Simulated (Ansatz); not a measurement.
**GaSb in the zinc blende structure (space group F-43m, No. 216)**

```xyz
2
Lattice="0.0000 3.0557 3.0557 3.0557 0.0000 3.0557 3.0557 3.0557 0.0000" Properties=species:S:1:pos:R:3 pbc="T T T"
Ga     0.0000     0.0000     0.0000
Sb     1.5279     1.5279     1.5279
```

Level of theory: PBEsol (Ansatz, a program for electronic structure, PAW, no SOC). Γ-centred 13×13×13 mesh, Fermi–Dirac width 0.05 eV.

```yaml
volume_per_atom: 28.53 Å³
density: 5.57 g/cm³
band_gap: zero
total_energy: -5075.767 eV/atom (σ→0; compares only within this code and set-up)
```

Spin-orbit coupling, missing from the scalar runs, can matter with Sb. Stability against distortions was not tested. All final runs are without spin polarisation. A zero or small gap of GaSb can be the functional's error rather than a property of the material.
